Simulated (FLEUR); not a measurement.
A self-consistent single point of NbFeB (P-6m2, 3 atoms in the cell) with FLEUR.

Level of theory: PBEsol, all-electron FLAPW (FLEUR), scalar-relativistic valence in FLEUR.

The change in words: lattice scaled by 0.98. Reference geometry:
```yaml
crystal:
  lattice:
    - [3.68503, 0.00000, 0.00000]
    - [-1.84251, 3.19133, 0.00000]
    - [0.00000, 0.00000, 2.95804]
  atoms:
    - { symbol: Nb, position: [0.00000, 0.00000, 0.00000] }
    - { symbol: Fe, position: [0.33333, 0.66667, 0.50000] }
    - { symbol: B, position: [0.66667, 0.33333, 0.50000] }
```

Reference input (self-consistent single point, DFT, PBEsol, all-electron FLAPW (FLEUR), scalar-relativistic valence): Kmax = 4.4 1/bohr; GmaxXC = 17.6 1/bohr; xcFunctional = PBEs; jspins = 1; l_soc = F; mode = hist; fermiSmearingEnergy = 0.00499791 Htr; mesh (inpgen div1-3) = 14 14 15; inpgen gamma flag = true; Gmax = 17.6 1/bohr; numbands = 0; maxIterBroyd = 99. This run's input differs from it in these lines:

```diff
@@ -3,5 +3,5 @@
 &input film=f /
-3.6850302346 -0.0000000544 0.0000000000
--1.8425150701 3.1913298241 0.0000000000
-0.0000000000 0.0000000000 2.9580400000
+3.6113291989 0.0000002038 0.0000000000
+-1.8056647760 3.1275027258 0.0000000000
+0.0000000000 0.0000000000 2.8988790000
 1.8897261246
@@ -45,5 +45,5 @@
          <bravaisMatrix>
-            <row-1>    6.9636979042644871    -0.0000001028011012     0.0000000000000000</row-1>
-            <row-2>   -3.4818488629371700     6.0307393408168917     0.0000000000000000</row-2>
-            <row-3>    0.0000000000000000     0.0000000000000000     5.5898854656117836</row-3>
+            <row-1>    6.8244231316921189     0.0000003851261842     0.0000000000000000</row-1>
+            <row-2>   -3.4122118994772070     5.9101236057019699     0.0000000000000000</row-2>
+            <row-3>    0.0000000000000000     0.0000000000000000     5.4780873783543234</row-3>
          </bravaisMatrix>
```

The program printed (abridged):

```
 Iteration:     1   Distance:      32.81088682 me/bohr^3
 Iteration:     2   Distance:      21.72590685 me/bohr^3
 Iteration:     3   Distance:      17.69774255 me/bohr^3
 Iteration:     4   Distance:       8.71766475 me/bohr^3
 Iteration:     5   Distance:       7.53038075 me/bohr^3
   [... 10 lines left out ...]
 Iteration:    16   Distance:       0.00044015 me/bohr^3
 Iteration:    17   Distance:       0.00013872 me/bohr^3
 Iteration:    18   Distance:       0.00004027 me/bohr^3
 Iteration:    19   Distance:       0.00000852 me/bohr^3
 Run finished successfully
 Stop message:
   Structural relaxation: Done

[file out, last iteration]
             iter=     20
[...]
          total density-effective poten   -8.2646350276E+03
          total charge density-energy d   -1.7574074369E+02
 Updated energy parameters for spin:           1
[...]
 fermi energy and band-weighting factors:
    0.910714

[...]
FERMIE:
          first approx. to ef    (T=0)  :   0.530814 htr   (energy of the highest occ. eigenvalue)
          number of occ. states  (T=0)  :       3062
          first approx. to seigv (T=0)  : -13.656757 htr
          sum of weights of occ. states :  16.002721
          sum of semicore charge        :   0.000000 e
FERHIS:  Fermi-Energy by histogram:
          bandgap                     :   0.000382 htr
   [... lines left out ...]
          charge neutrality (T=0)     :   0.005442    (zero if the highest occ. eigenvalue is "entirely" occupied)
     EF_NEWTON:  Adjust Fermi-Energy by Newton-Method.
 Direct bandgap for spin            1 :    4.6130200002161281E-003  Htr
 ---->    free energy=                     -5114.7830979572 htr
   [... lines left out ...]
 TOTAL FORCE FOR ATOM TYPE=  1  X=  0.000   Y=  0.000   Z=  0.000
                       FX_TOT= 0.000000 FY_TOT= 0.000000 FZ_TOT= 0.000000
 TOTAL FORCE FOR ATOM TYPE=  2  X=  3.412   Y= -1.970   Z=  2.739
                       FX_TOT= 0.000000 FY_TOT= 0.000000 FZ_TOT= 0.000000
 TOTAL FORCE FOR ATOM TYPE=  3  X= -3.412   Y=  1.970   Z=  2.739
                       FX_TOT= 0.000000 FY_TOT= 0.000000 FZ_TOT= 0.000000
 Structural relaxation: Done
```

The run converged in 19 iterations. FLEUR gives forces in its relaxation mode, with a further iteration, so its stop message speaks of a relaxation. Against the reference run the free energy drops by 1.6 meV/atom.

The starting cell comes from a database of computed structures (which also holds hypothetical and non-ambient phases and stackings), without a prior relaxation at this level. For this run, on top of that: lattice scaled by 0.98. Spin polarisation is off. Values depend on the basis (sphere radii, cutoffs, local orbitals), which need not be converged. The log's line on a gap gives a spacing of levels on this mesh, which the program prints for metals too.

Cost on one core of a shared machine: roughly 5 min.
